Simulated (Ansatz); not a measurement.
Point defect C on the Si site in 4H silicon carbide

Calculation: PBE, PAW (plane waves to 420 eV; Ansatz, an electronic-structure program). Cell: 96 sites, 3×2×1; final energies on a 2×2×2 shifted mesh. Site at the start: the Si(h) site. Finite-size correction: monopole term and site-potential alignment. Dielectric constants: PBE linear response of the host. Host gap at this level: 2.23 eV. A cell of this size leaves errors of a few tenths of an eV. The semilocal functional narrows the gap, so deep levels can fall outside it. Spin–orbit coupling is left out. Each state is the lowest found from its start.

Formation energies E_f are given with the Fermi level at the valence-band maximum. Chemical conditions: C-rich (Δμ(C) = 0.00 eV, Δμ(Si) = -0.41 eV; only phases computed here count, gases as isolated molecules at 0 K); Si-rich (Δμ(C) = -0.41 eV, Δμ(Si) = 0.00 eV; only phases computed here count, gases as isolated molecules at 0 K). Reference phases: C: graphite, Si: silicon.

```tsv
charge	moment (μB)	largest move off a lattice site (Å)	image correction with alignment (eV)	E_f, C-rich (eV)	E_f, Si-rich (eV)
+1*	quenched	0.23	–	–	–
0	not spin-polarised	0.22	0.00	3.22	4.04
−1*	fractional	0.22	–	–	–
```

* At this level the carrier isn't localised at the defect: at charge +1 holes occupy the valence band; at charge −1 electrons occupy the conduction band. Such a state is shallow or no state of the defect, and this cell gives it no level.

Starting moments that weren't kept: charge +1 began with 1 μB and ended with 0.0; charge −1 began with 1 μB and ended with 0.4.

No other site or start that was run ended lower by more than 0.1 eV.

Flagged in the runs: a doubtful potential alignment, a host whose relaxation on this sampling wasn't shown to rest, a strain field that reaches the edge of the cell.
